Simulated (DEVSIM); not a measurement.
Device: illuminated Si n-on-p cell, one wavelength, with a back-surface field, at 300 K.

```csv
layer (left to right),material,thickness (μm),Nd (cm⁻³),Na (cm⁻³),τn (s),τp (s),absorption coefficient (cm⁻¹)
1,Si,0.170,6.6e17,-,2.7e-7,1.4e-6,53000
2,Si,110,-,6.9e16,4.3e-6,4.3e-6,53000
3,Si,0.160,-,3.2e18,4.3e-6,4.3e-6,53000
```

Left contact: ohmic, minority hole recombination velocity 2e6 cm/s. Right contact: ohmic, minority electron recombination velocity 8e6 cm/s. Voltage is applied to the left contact. Recombination: SRH at mid-gap, radiative, Auger. Gap narrowing is on: ΔEg = 6.92 meV × (l + √(l² + 0.5)), l = ln(N/1.3e17 cm⁻³), shared equally by both band edges. Light enters at the left, 5.5e16 photons cm⁻² s⁻¹, one pass, no reflection. Mobility is constant in doping.

This is a model device: material constants are rounded textbook-type values typed into the input, and sizes, dopings and lifetimes were drawn at random. Values at 300 K.

| parameter | Si |
|---|---|
| gap (eV) | 1.124 |
| affinity (eV) | 4.05 |
| permittivity | 11.7 |
| Nc (cm⁻³) | 2.86e19 |
| Nv (cm⁻³) | 3.1e19 |
| μn (cm²/Vs) | 1417 |
| μp (cm²/Vs) | 470 |
| B (cm³/s) | 4.7e-15 |
| Cn (cm⁶/s) | 2.8e-31 |
| Cp (cm⁶/s) | 9.9e-32 |

Model (solved in DEVSIM): 1D drift-diffusion, Boltzmann statistics, complete ionisation; no tunnelling, impact ionisation, image-force lowering or self-heating.

Question: Tabulate band edges, carrier densities and field at zero bias, in the dark.

Answer: Energies count from the Fermi level of the right contact; mesh points crowd at the junctions.

| x (μm) | Ec (eV) | Ev (eV) | n (cm⁻³) | p (cm⁻³) | field (V/cm) |
|---|---|---|---|---|---|
| 0.000 | 0.097 | -1.003 | 6.6e17 | 440 | ≈ 0 |
| 0.03417 | 0.097 | -1.003 | 6.6e17 | 440 | ≈ 0 |
| 0.09803 | 0.097 | -1.003 | 6.6e17 | 440 | ≈ 0 |
| 0.1512 | 0.102 | -0.999 | 5.5e17 | 520 | 8800 |
| 0.1921 | 0.461 | -0.661 | 5.2e11 | 2.4e8 | 100000 |
| 0.2688 | 0.923 | -0.199 | 9100 | 1.4e16 | 21000 |
| 0.4866 | 0.964 | -0.158 | 1800 | 6.9e16 | ≈ 0 |
| 1.403 | 0.964 | -0.158 | 1800 | 6.9e16 | ≈ 0 |
| 3.493 | 0.964 | -0.158 | 1800 | 6.9e16 | ≈ 0 |
| 9.057 | 0.964 | -0.158 | 1800 | 6.9e16 | ≈ 0 |
| 23.87 | 0.964 | -0.158 | 1800 | 6.9e16 | ≈ 0 |
| 75.07 | 0.964 | -0.158 | 1800 | 6.9e16 | ≈ 0 |
| 97.00 | 0.964 | -0.158 | 1800 | 6.9e16 | ≈ 0 |
| 105.2 | 0.964 | -0.158 | 1800 | 6.9e16 | ≈ 0 |
| 108.8 | 0.964 | -0.158 | 1800 | 6.9e16 | ≈ 0 |
| 109.7 | 0.964 | -0.158 | 1800 | 6.9e16 | ≈ 0 |
| 110.0 | 0.964 | -0.158 | 1800 | 6.9e16 | ≈ 0 |
| 110.1 | 0.966 | -0.155 | 1700 | 7.6e16 | 1600 |
| 110.2 | 1.020 | -0.060 | 210 | 3.1e18 | 4200 |
| 110.2 | 1.020 | -0.059 | 210 | 3.2e18 | ≈ 0 |
| 110.3 | 1.020 | -0.059 | 210 | 3.2e18 | ≈ 0 |
| 110.3 | 1.020 | -0.059 | 210 | 3.2e18 | ≈ 0 |
